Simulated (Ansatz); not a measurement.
Here is the system:

```yaml
crystal:
  lattice:
    - [0.00000, 2.47779, 2.47779]
    - [2.47779, 0.00000, 2.47779]
    - [2.47779, 2.47779, 0.00000]
  atoms:
    - { symbol: Se, position: [0.75000, 0.75000, 0.75000] }
    - { symbol: Be, position: [0.00000, 0.00000, 0.00000] }
```

No spin polarisation.

Method: PBEsol (Ansatz, a quantum-chemistry and plane-wave program), without spin-orbit coupling. Settings: 11×11×11 k-points, 0.05 eV Fermi–Dirac smearing.

**Question.** Predict the gap character and hole mass.

**Answer.** 
- Gap character = indirect, Γ → X
- Hole mass (degenerate bands, along [100]) = 0.25, 0.40, 0.40 mₑ (at Γ)

Load acts through the strain it causes; cell and atoms are relaxed under it. Effective masses come from finite differences of ±0.01 Å⁻¹. Whether these cells are dynamically stable was not tested. No other phases were tried under pressure. The cell was made from BeSe in the zinc blende structure (space group F-43m, No. 216) by this change: pressure 10 GPa.
